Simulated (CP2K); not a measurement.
Band structure of MnN (F-43m, 2 atoms in the cell).

```xyz
2
Lattice="2.9917 0.0000 0.0000 1.4959 2.5909 0.0000 1.4959 0.8636 2.4427" Properties=species:S:1:pos:R:3 pbc="T T T"
Mn     0.0000     0.0000     0.0000
N      1.4959     0.8636     0.6107
```

Level of theory: CP2K with PBEsol, GPW, DZVP-MOLOPT-PBE-GTH basis, GTH-PBE potentials (POTENTIAL_UZH).

Settings: CUTOFF = 600 Ry; REL_CUTOFF = 50 Ry; SMEAR/METHOD = FERMI_DIRAC; ELECTRONIC_TEMPERATURE = 1160.45 K; KPOINTS/SCHEME = MONKHORST-PACK 9 9 9; XC_FUNCTIONAL = PBE:PBESOL; Mn/BASIS_SET = DZVP-MOLOPT-PBE-GTH-q15; Mn/POTENTIAL = GTH-PBE-q15; N/BASIS_SET = DZVP-MOLOPT-PBE-GTH-q5; N/POTENTIAL = GTH-PBE-q5; METHOD = GPW; EPS_DEFAULT = 1e-10; EXTRAPOLATION = USE_GUESS; NGRIDS = 5.

The starting cell comes from a database of computed structures (which also holds hypothetical and non-ambient phases and stackings), without a prior relaxation at this level. Spin polarisation is off, so a magnetic state, if there is one, cannot be reached. Values carry the incompleteness of an atom-centred basis. The potentials were made for another functional than the one used.

Levels in eV from the Fermi level, bands 7 to 12:
```tsv
point	7	8	9	10	11	12
Γ	-5.97	-5.97	-0.71	-0.71	3.49	4.66
X	-4.24	-4.24	-2.04	0.03	0.86	0.95
W	-5.30	-4.21	-2.29	-0.84	0.29	1.19
K	-4.86	-4.61	-2.19	-0.45	0.34	1.62
L	-5.41	-5.41	-0.34	-0.34	0.07	2.96
U	-4.86	-4.61	-2.19	-0.45	0.34	1.62
```

No band crosses the Fermi level by more than 0.03 eV along this path.

Higher empty bands are left out: an atom-centred basis made for the valence describes them poorly.
